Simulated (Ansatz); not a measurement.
Results of r²SCAN+rVV10 in Ansatz (PAW) for zinc-blende LaN (model structure).

Numerical settings: plane-wave cutoff 500 eV, 12×12×12 k mesh, Fermi–Dirac smearing 0.05 eV, scalar-relativistic PAW data made under PBE.

Cell (relaxed at this level):

```cif
data_La4N4
_chemical_formula_sum 'La4 N4'
_space_group_name_H-M_alt 'F-43m'
_space_group_IT_number 216
_space_group_name_Hall 'F -4 2 3'
_cell_length_a 5.58618
_cell_length_b 5.58618
_cell_length_c 5.58618
_cell_angle_alpha 90.000
_cell_angle_beta 90.000
_cell_angle_gamma 90.000
loop_
_atom_site_label
_atom_site_type_symbol
_atom_site_symmetry_multiplicity
_atom_site_Wyckoff_symbol
_atom_site_fract_x
_atom_site_fract_y
_atom_site_fract_z
_atom_site_occupancy
La1 La 4 a 0.00000 0.00000 0.00000 1
N1 N 4 d 0.75000 0.75000 0.75000 1
```
(The calculation used a cell of 2 atoms; values per cell refer to that cell.)

### Question
Estimate the band gap that the calculation returns.

### Answer

* **band gap**: 1.45 eV (on the SCF k mesh)

Note: the relaxation could raise the start's symmetry but not lower it, so the cell can be a saddle point.

Spin–orbit coupling is not included.

Computed values are for the static lattice.

Cost on a shared machine: very roughly 2.1 core-minutes.

A model structure was made by putting elements into a prototype or built by hand; it is no filed structure, need not be a known phase, and can be a saddle point held by its symmetry.

Ansatz is a program for electronic structure.
